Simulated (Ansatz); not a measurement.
The slab is Si(111) 1x1 surface, 6 top atoms, 3 bilayers, bottom bilayer H-capped and fixed, every top atom capped by H; cell 11.5 x 6.6 Å; two neighbouring H replaced by OH; about 7 Å thick over the host's atoms, 18 atoms held. Computed with PBE-D3(BJ) (plane waves to 420 eV, PAW; Ansatz, a first-principles code). k mesh 1 x 2 x 1. The slab states were run without spin polarisation. Slab thickness, cell and mesh are as stated and are not converged limits. All energies are electronic energies at 0 K, without vibrations. Each state was relaxed from one prepared geometry.

One H2O a cell is brought to the surface left by an earlier step (the surface fragment of ZrCl4 exchanges a second ligand with a neighbouring O-H group), after HCl has left. Relaxed result near the molecule:

```
atom    x (Å)   y (Å)   z (Å)
------  -----  ------  ------
H(14)   0.064   0.101  11.028
H(29)   3.839  -0.048  10.930
O(46)   5.267   3.393  11.126
O(48)   2.329   3.230  11.135
Zr(a0)  3.855   3.032  12.421
Cl(a2)  5.242   1.594  13.777
Cl(a4)  3.508  -1.670  13.780
O(c0)   2.445   1.299  12.935
H(c1)   2.802   0.440  13.258
H(c2)   1.710   1.117  12.320
```

Question: What is the adsorption energy against the free H2O and the slab before, and how much of it is dispersion?

Answer: -0.88 eV (negative: bound); the D3 term gives -0.16 eV of it. Bonds to the surface: Zr(a0)-O(c0) 2.29 Å.
